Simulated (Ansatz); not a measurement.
We consider cubic perovskite CsPbBr₃ (cubic high-temperature phase), described by r²SCAN+SOC in Ansatz (plane waves, PAW).

Settings: plane-wave cutoff 560 eV, 6×6×6 k mesh, Fermi–Dirac smearing 0.01 eV, PAW data made under PBE.

Computed points:

| V (Å³/atom) | E − E_lowest (meV/atom) | P (GPa) |
|---|---|---|
| 39.187 | 11.09 | 1.508 |
| 40.021 | 4.73 | 0.946 |
| 40.855 | 1.14 | 0.446 |
| 41.689 | 0.00 | -0.001 |
| 42.522 | 1.06 | -0.398 |
| 43.356 | 4.07 | -0.753 |
| 44.190 | 8.83 | -1.069 |

### Question
Fit the third-order Birch–Murnaghan equation and give B0 and B′.

### Answer
V0 = 41.688 Å³/atom, B0 = 21.1 GPa, B′ = 4.7 (fit to the energies at full precision).

Note: the relaxation could not lower the start's symmetry, so the cell can be a saddle point above a distorted one.

Ansatz is a program for electronic structure.
